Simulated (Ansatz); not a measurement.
Rock-salt CsH, treated with HSE06 (PAW; Ansatz, a quantum-chemistry and plane-wave program).

Run with plane-wave cutoff 500 eV, 6×6×6 k mesh, gaussian smearing 0.02 eV, scalar-relativistic PAW data made under PBE.

Computed at the level's own relaxed cell.

### Question
Predict the volume per atom, equilibrium lattice constant a and band gap.

### Answer

- volume per atom: 32.84 Å³/atom
- equilibrium lattice constant a: 6.405 Å
- band gap: 3.27 eV (on the SCF k mesh)

Spin–orbit coupling is not included.

Computed values are for the static lattice.
